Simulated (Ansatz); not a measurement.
# Element substitutions in Si

Base system: Si in the diamond structure (space group Fd-3m, No. 227).

```xyz
2
Lattice="0.0000 2.7222 2.7222 2.7222 0.0000 2.7222 2.7222 2.7222 0.0000" Properties=species:S:1:pos:R:3 pbc="T T T"
Si     2.7222     2.7222     2.7222
Si     4.0832     4.0832     4.0832
```

Each row replaces one element on all its sites; cell and atoms are relaxed.

Computed with r2SCAN in Ansatz (plane waves to 500 eV, PAW, spin-orbit coupling left out).

Candidates:
(a) Si → Fe
(b) Si → C
(c) Si → Pb

Before the change:

```
Property               Value
-------------------  -------
Lattice parameter a  5.444 Å
```

Question: Order them by lattice parameter a, highest first.

Answer: (c) Si → Pb (6.952 Å), (a) Si → Fe (5.425 Å), (b) Si → C (3.560 Å)

The magnetic state is the one reached from the starting moments; the real material's order can differ, and small cells can't hold many antiferromagnetic ones. Stability against distortions was not tested. As relaxed here, Fe is a hypothetical phase, not in the database extracts checked. For Pb in this form, whether it has been made was not checked. This is not the structure that Pb has at room temperature and ambient pressure.

Ansatz is a program for electronic structure.
